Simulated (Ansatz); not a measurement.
Results of LDA (plane waves, PAW; Ansatz, an electronic-structure program) for double-hcp Nd.

The input as run:

Ansatz 0.2 input:
```yaml
crystal:
  lattice:
    - [1.82915, -3.168181, 0.0]
    - [1.82915, 3.168181, 0.0]
    - [0.0, 0.0, 11.7968]
  atoms:
    - { symbol: Nd, position: [0.0, 0.0, 0.5], spin: 3.0 }
    - { symbol: Nd, position: [0.0, 0.0, 0.0], spin: 3.0 }
    - { symbol: Nd, position: [0.33333333, 0.66666667, 0.25], spin: 3.0 }
    - { symbol: Nd, position: [0.66666667, 0.33333333, 0.75], spin: 3.0 }
basis:
  ecutwfc: 520
  ecutrho_ratio: 4
  xc_grid: 2
kpoints:
  mp_grid: { grid: [18, 18, 6] }
hamiltonian:
  xc: lda
  dispersion: none
  pseudopotentials: { kind: paw }
scf:
  occupations: { method: fermi_dirac, width: 0.05 }
  convergence: { dr2_threshold: 0.0000000004 }
output:
  forces: true
  stress: true
  eigenvalues: true
magnetization:
  spin_polarized: true
```

The run printed, among other lines:

```
WARN where an SCF of this run starts from atoms to list the orders of its open shells, Nd (sites 0, 1, 2, 3, from 0) starts with 3.13 μB on its 4f shell, in …
Crystal: 4 atoms, lattice volume = 136.727 Å³
Basis set: ecut = 520 eV, 3655 PW (Γ), exchange–correlation on 60×60×180 points (8 copies of the dense FFT grid, shifted against one another)
Bands: 59, of which v1, the nominal top of the filled ones, is band 28 counted from 1 (27 counted from 0)
Symmetry: 24 space group operations
Space group: P63/mmc (ITA 194), of the structure as read, at distance tolerance 5.2e-5 Å
k-points: 148 of 1944
Initial density: superposition of atomic densities (chi_scale 0.1, normalization cell)
Functional: x = slater, c = lda
spin=Collinear: Kerker preconditioning applied to the charge; magnetization (m = ρ↑ − ρ↓) channel mixes plain (no charge-response kernel on spin).
SCF 1 converged in 15 iterations: F = -28574.420539 eV  dr2 = 1.27e-10
SCF converged after 15 iterations
Magnetization: 16.1631 μB (36.0816 up, 19.9184 down)
Free energy (F): -28574.420539 eV
Internal energy: -28574.028941 eV  (E = F + TS)
E sigma→0 (E₀):  -28574.224740 eV
Fermi energy:    11.682533 eV
--- Forces (eV/Å), atoms counted from 1 ---
  atom   1  Nd    -0.00000000    -0.00000000     0.00000000
  atom   2  Nd     0.00000000     0.00000000    -0.00000000
  atom   3  Nd     0.00000000     0.00000000     0.00000000
  atom   4  Nd    -0.00000000    -0.00000000    -0.00000000
--- Stress (GPa, compression-positive) ---
       -5.106134       0.000000      -0.000000
        0.000000      -5.106134       0.000000
       -0.000000       0.000000      -5.131726
  P = ⅓ Tr σ = -5.1147 GPa (-51.147 kbar)
```

The PAW data were made under PBE.

The run is spin-polarised with parallel starting moments, which need not be the measured order.

Note: the magnetic order was assumed, not searched for or taken from measurement. Note: the 4f shell is treated without U or exact exchange, so its levels and filling can be wrong. Note: cell and atoms aren't relaxed at this level (pressure -5.1 GPa).

The result took roughly 2.6 core-minutes.
